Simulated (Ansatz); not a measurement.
W on the C site (W_C) in diamond: one set of geometries, relaxed with PBE, evaluated in Ansatz (PAW, plane waves to 420 eV, 500 eV under r2SCAN) with PBE, r2SCAN.

Set-up: 64-site cell; 2×2×2 shifted k-points; start: the C site; no spin–orbit coupling; not converged in cell size.

```csv
quantity,PBE,r2SCAN
host gap (eV),4.13,[?]
"neutral formation energy against graphite, bcc W (eV)",13.88,[?]
largest moment on one atom at charge 0 (μB),0.62,[?]
```

Task: Given the lower rungs, what does r2SCAN give?

Result: 
- host gap (eV), r2SCAN: 4.34
- neutral formation energy against graphite, bcc W (eV), r2SCAN: 13.60
- largest moment on one atom at charge 0 (μB), r2SCAN: 0.65

Ansatz is a first-principles code.
